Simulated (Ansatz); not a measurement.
**cubic HfO2 (1 1 1) on wurtzite GaN (1 0 0) (film strained to the substrate, started from cuts of the bulks and a machine-learned relaxation)**

A periodic stack without vacuum, cubic HfO2 (1 1 1) on wurtzite GaN (1 0 0) (film strained to the substrate, started from cuts of the bulks and a machine-learned relaxation): substrate slab Ga20N20, film Hf12O24, surface cells [[1, 1], [-2, 0]] and [[1, 1], [-2, 1]], film strained by -3.0 and +3.1 %, outermost planes GaN/GaN and O/O as cut, which need not be the usual terminations and can put a slab off its formula.

The start was prepared with a machine-learned potential, and the result is one local minimum, with the in-plane cell held and forces under 0.04 eV/Å; the film can end far from its bulk form.

Method: PBE (plane waves to 420 eV, PAW; Ansatz, a first-principles code). Scalar-relativistic, without spin–orbit coupling; the runs are not spin-polarised; PBE gaps are too small against experiment. Its k-point mesh 5×4×1, Fermi–Dirac width 0.05 eV.

| Quantity | Value |
|---|---|
| interface area | 33.8 Å² |
| period | 27.07 Å |
| gaps between the outermost planes at the two interfaces | 1.17 and 0.66 Å |
| Ga–Hf contacts across the interfaces within 1.22 times the sum of covalent radii | 10, mean 3.31 Å |
| Ga–O contacts across the interfaces within 1.22 times the sum of covalent radii | 6, mean 1.98 Å |
| Hf–N contacts across the interfaces within 1.22 times the sum of covalent radii | 4, mean 2.20 Å |

```
CELL_PARAMETERS angstrom
      6.15068    -0.00010    -0.14332
     -3.36577     5.48595     0.10162
     -1.14380     0.11461    27.10118
ATOMIC_POSITIONS crystal
  Ga 0.45513 0.43567 0.03651
  Ga 0.44625 0.92174 0.03824
  Ga 0.94501 0.66099 0.09831
  Ga 0.95616 0.16194 0.10512
  N  0.81321 0.62450 0.02920
  N  0.80961 0.08436 0.04086
  N  0.33318 0.35422 0.10298
  N  0.32363 0.84745 0.10372
  Ga 0.46616 0.66453 0.13827
  Ga 0.46491 0.16191 0.13774
  Ga 0.98208 0.90720 0.20631
  Ga 0.98065 0.41051 0.20553
  N  0.84105 0.84653 0.13871
  N  0.84012 0.35342 0.13704
  N  0.35804 0.59655 0.20664
  N  0.35946 0.09644 0.20645
  Ga 0.49322 0.90743 0.24107
  Ga 0.49096 0.40632 0.24059
  Ga 0.00723 0.15576 0.30941
  Ga 0.01243 0.65674 0.30833
  N  0.86898 0.09752 0.24058
  N  0.86764 0.59544 0.24064
  N  0.39023 0.84159 0.31053
  N  0.38367 0.33762 0.30920
  Ga 0.52196 0.15518 0.34421
  Ga 0.51847 0.64360 0.34400
  Ga 0.04023 0.41659 0.41241
  Ga 0.03583 0.90114 0.41027
  N  0.89762 0.34937 0.34352
  N  0.89412 0.83909 0.34249
  N  0.41501 0.08377 0.41338
  N  0.41507 0.56960 0.41381
  Ga 0.52349 0.37009 0.45704
  Ga 0.55964 0.89026 0.44045
  Ga 0.22161 0.82623 0.50607
  Ga 0.94943 0.09410 0.51013
  N  0.93915 0.60571 0.45324
  N  0.92154 0.09742 0.43783
  N  0.29048 0.15112 0.51995
  N  0.57779 0.87685 0.51343
  Hf 0.55403 0.79858 0.59304
  Hf 0.28293 0.19076 0.61147
  Hf 0.90965 0.46124 0.61468
  Hf 0.99127 0.81957 0.71223
  Hf 0.63553 0.10012 0.71192
  Hf 0.34375 0.49088 0.72046
  Hf 0.35769 0.84610 0.83139
  Hf 0.00057 0.17649 0.82069
  Hf 0.70175 0.56856 0.83380
  Hf 0.87414 0.93731 0.98618
  Hf 0.43006 0.18976 0.92761
  Hf 0.03078 0.48816 0.93839
  O  0.17530 0.64217 0.56317
  O  0.93159 0.13159 0.58256
  O  0.61796 0.51645 0.58914
  O  0.05638 0.82952 0.63629
  O  0.56897 0.10564 0.62411
  O  0.25892 0.47844 0.64268
  O  0.67424 0.83112 0.67996
  O  0.34410 0.18121 0.69366
  O  0.87364 0.45275 0.68938
  O  0.29937 0.78217 0.73216
  O  0.00981 0.16824 0.74338
  O  0.67318 0.56423 0.75561
  O  0.04991 0.86184 0.80368
  O  0.64706 0.11846 0.78876
  O  0.32693 0.52768 0.80546
  O  0.71592 0.87363 0.85759
  O  0.40057 0.21797 0.85251
  O  0.95644 0.43883 0.85817
  O  0.26841 0.82846 0.90512
  O  0.12918 0.23353 0.93143
  O  0.72632 0.54940 0.92232
  O  0.29028 0.09422 0.00481
  O  0.71139 0.13790 0.95074
  O  0.33378 0.63053 0.99822
```
